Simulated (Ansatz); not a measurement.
Cell and atoms of amorphous Al$_{28}$O$_{44}$Hf:

```xyz
73
Lattice="8.9576 -0.1405 -0.0355 -0.1405 9.5325 0.0155 -0.0355 0.0155 9.3065" Properties=species:S:1:pos:R:3 pbc="T T T"
Al     4.4403     1.8136     6.2874
Al     7.9999     1.7598     8.1863
Al     2.9559     1.4059     3.5639
Al     0.6474     7.7855     7.7117
Al     5.1703     3.1602     3.2626
Al     1.0131     0.5914     0.9354
Al     1.2197     1.2899     6.5109
Al     4.9679     8.4312     5.0014
Al     6.1658     8.7477     7.4993
Al     3.8323     6.6805     7.5664
Al     0.0231     4.6523     8.8623
Al     0.4008     6.4390     3.7265
Al     2.7888     3.7738     7.5620
Al     7.0727     1.2893     5.0499
Al     1.9482     8.1364     5.1188
Al     0.1788     4.8368     5.9687
Al     7.5216     6.8101     5.9588
Al     6.0222     4.1032     5.8150
Al     6.3636     0.5458     1.1880
Al     8.2123     7.3588     0.8891
Al     4.9717     7.2300     0.6534
Al     6.0712     6.0545     3.0820
Al     3.6871     5.9951     4.8845
Al     3.5160     8.4726     2.4847
Al     0.4912     2.7217     3.5925
Al     1.7262     6.6142     0.6766
Al     2.3545     3.3402     1.2703
Al     8.0732     9.1360     3.4285
O      5.7022     4.5572     2.1064
O      4.7263     7.1647     3.6393
O      7.8533     8.1561     7.2429
O      4.8004     8.0504     8.3847
O      5.0374     4.8513     4.4979
O      4.3784     1.9840     4.5271
O      0.4055     6.6458     1.9876
O      6.5731     6.8818     1.4512
O      4.8691     5.6341     8.9296
O      7.4192     4.9851     6.4068
O      2.1720     6.8202     8.2424
O      7.9293     9.2448     1.6278
O      2.4698     0.3315     2.0238
O      0.9358     2.3746     1.8543
O      6.5112     9.1894     4.2838
O      5.8025     2.1478     1.6702
O      5.3414     3.1187     7.1519
O      5.8508     7.3189     6.1572
O      3.4986     7.5305     5.9575
O      2.8166     2.0925     6.9248
O      0.4281     6.6256     6.0433
O      0.6999     1.4534     8.6460
O      0.4709     8.3663     4.0516
O      3.3117     9.1812     4.1789
O      6.7300     0.6254     8.7299
O      0.3940     4.3983     4.2602
O      0.7569     8.4278     0.1992
O      3.3560     3.0499     2.6700
O      7.5323     6.4007     4.0862
O      6.5894     2.9406     4.6045
O      7.5830     3.3815     8.9301
O      0.9585     4.0735     7.3733
O      1.5947     1.8052     4.6804
O      1.4758     4.7409     0.6511
O      8.5739     6.2126     8.8015
O      4.9839     8.9281     1.5798
O      3.4721     5.0941     6.5709
O      3.2831     7.0640     1.4092
O      2.1658     6.4883     4.1148
O      3.4800     3.3056     9.1956
O      5.5292     0.4003     6.2896
O      8.3031     1.5676     6.4179
O      8.2367     1.3440     3.6750
O      1.3987     9.0816     6.5750
Hf     5.5419     3.7813     0.1955
```

Calculation: PBE, scalar-relativistic without spin-orbit coupling (plane waves to 420 eV, PAW; Ansatz, a quantum-chemistry and plane-wave program).

The cell was made by melting and quenching with the CHGNet potential and then relaxed with DFT. O atoms were pushed apart under 1.9 Å during the dynamics, to hinder bonds among them. The hot cell started wider than the set density and was brought back towards it in steps. It is the lowest in DFT energy of 2 quenches. It is a model cell: composition and starting density were chosen by hand, and all elements were melted together. No dispersion term was used. Its density started from a set value of 3.39 and ended at 3.42 g/cm³. The simulated quench (nominally 410 K/ps over its main leg) is rapid and tends to freeze in more defects than a deposited or slowly cooled glass has. Values belong to this one cell and scatter from quench to quench. Volume and shape were free in the relaxation.

Cut-offs for bonds: Al-Al 2.66 Å, Al-O 2.44 Å, Al-Hf 3.00 Å, O-O 1.58 Å, O-Hf 2.65 Å, Hf-Hf 3.34 Å. Two cations that share two anions don't count as bonded, nor two that share one unless they lie closer than Al-Al 2.59 Å, Al-Hf 2.92 Å, Hf-Hf 3.25 Å.

Give the coordination numbers, mean bond lengths and angles.


The mean coordination of Al by anions is 4.86 (10 with 4, 12 with 5, 6 with 6). The mean coordination of O is 3.23 (35 with 3, 8 with 4, 1 with 5). The mean coordination of Hf by anions comes out as 6.00 (1 with 6), the mean Al-O bond is 1.879 Å (spread 0.122 Å, 136 counted) and the mean O-Hf bond comes out as 2.177 Å (spread 0.139 Å, 6 counted). The bond angle at Al comes out as mean 106.3°, spread 25.6° and the bond angle at O is mean 113.7°, spread 18.7°. The bond angle at Hf comes out as mean 104.6°, spread 30.2°.

List the pairs of like atoms that count as bonded by the rules above.

There are none by these rules.
